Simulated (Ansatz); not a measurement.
The parent structure is Ti in the hcp (Mg type) structure (space group P6_3/mmc, No. 194; a = 2.937 Å, c = 4.641 Å; relaxed with 0.1 eV smearing). Axes: x lies along a and z along c of the hexagonal cell.

All numbers come from DFT with r2SCAN, PAW potentials and a 500 eV plane-wave cutoff in Ansatz (a first-principles code), no spin-orbit coupling, earlier PAW set.

The change: a pure shear with ε_yz = ε_zy = -0.0183, atoms relaxed at fixed cell.

**Question.** Predict the stress tensor and what it implies for the stiffness.

**Answer.** Stress of the strained cell less that of the base (GPa, compression positive):
```
   -0.1     0.0     0.0
    0.0     0.1     1.7
    0.0     1.7     0.0
```

Then −Δσ/γ with γ = 2ε = -0.0366 gives secant stiffness values (nonlinear terms included at this strain): C44 ≈ 47 GPa.

Stability against distortions was not tested. All final runs are without spin polarisation.
